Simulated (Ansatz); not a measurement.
Base system: Ta in the diamond structure (space group Fd-3m, No. 227; a = 6.003 Å; a hypothetical phase, not in the database extracts checked).

Levels (all Ansatz, an electronic-structure program, PAW): PBEsol (420 eV, no SOC); PBEsol+SOC (420 eV, noncollinear with spin-orbit coupling).

The geometry is relaxed with PBEsol.

```
Quantity          Result
---------------  -------
PBEsol pressure  0.0 GPa
```

Question: What does PBEsol+SOC give at this geometry for the pressure?

Answer: The pressure goes from zero to 0.2 GPa.

Single points use the geometry relaxed with PBEsol. Differences between runs with and without spin-orbit coupling are approximate. Stability against distortions was not tested. The runs without spin-orbit coupling are not spin-polarised. Ta has a high density of states at the Fermi level and may be magnetic at this level.
